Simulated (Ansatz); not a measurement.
# AlIr (model structure, Fm-3m, No. 225): bulk modulus by level of theory

No measured value is used here.

```tsv
level (code)	value (GPa)	cell (Å³/atom)
LDA (Ansatz)	177	15.27
PBE (Ansatz)	155	16.09
PBEsol (Ansatz)	168	15.61
r²SCAN (Ansatz)	168	15.69
```

Density-functional levels without +SOC have no spin–orbit coupling. LDA, PBE, PBEsol, r²SCAN: the run has no spin polarisation, so it can have missed a magnetic state. LDA, PBE, PBEsol, r²SCAN: the bulk modulus is −V dP/dV from two relaxed cells at ±2 % in volume. Each level is taken at its own relaxed cell. Cutoffs differ between the levels. Ansatz's density-functional and Hartree–Fock values are scalar-relativistic unless marked +SOC, with PAW data made under PBE.

A model structure was made by putting elements into a prototype or built by hand; it is no filed structure, need not be a known phase, and can be a saddle point held by its symmetry.

Ansatz is a program for electronic structure.
